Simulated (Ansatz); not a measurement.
The starting structures come from a database of crystals and need not be the phases stable at ambient conditions.

By PBEsol, the system below comes out a metal.

Crystal: SiTe$_{2}$ (P-3m1, CdI2 type, not sure to be the ambient phase, 3 atoms a cell, 26.3 Å³ an atom); planes in its conventional cell.

Calculation: PBEsol (plane waves, PAW; Ansatz, a first-principles code).

G/A = (e²/h) × open channels of both spins per area, as a mean over 0.1 eV about the Fermi level, without spin-orbit coupling, for the cells as given.

| plane | area (Å²) | G/A (10¹⁵ S/m²) |
|---|---|---|
| (001) | 12.2 | 0.29 |
| (100) | 24.4 | ___ |

**Question.** Complete the blanks.

**Answer.** 
- (100), G/A (10¹⁵ S/m²): 0.50
